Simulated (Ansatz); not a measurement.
Results of G0W0@PBEsol in Ansatz (plane waves, hard PAW, contour deformation) for B2CO (model structure, P-4m2, No. 115, 4 atoms in the cell).

The same calculation (at the PBEsol cell, 6.385 Å³/atom) with different numerical settings; throughout: k mesh 2×2×2:

```csv
run,response cutoff (eV),empty bands,quasiparticle gap on the mesh (eV),quasiparticle gap at Γ (eV),rough time
1,100,107,2.348,3.220,8 core-s
2,150,196,2.534,3.407,20 core-s
3,200,301,2.635,3.502,20 core-s
4,250,421,2.694,3.558,40 core-s
5,300,554,2.728,3.588,80 core-s
6,400,852,2.764,3.618,2 core-min
7,500,1191,2.781,3.632,5 core-min
```

In the column quasiparticle gap on the mesh (eV) the first row differs from the last by -0.433 and the next to last by -0.017.

The last row is no converged limit: other settings stay fixed.

A model structure was made by putting elements into a prototype or built by hand; it is no filed structure, need not be a known phase, and can be a saddle point held by its symmetry.

Ansatz is a quantum-chemistry and plane-wave program.
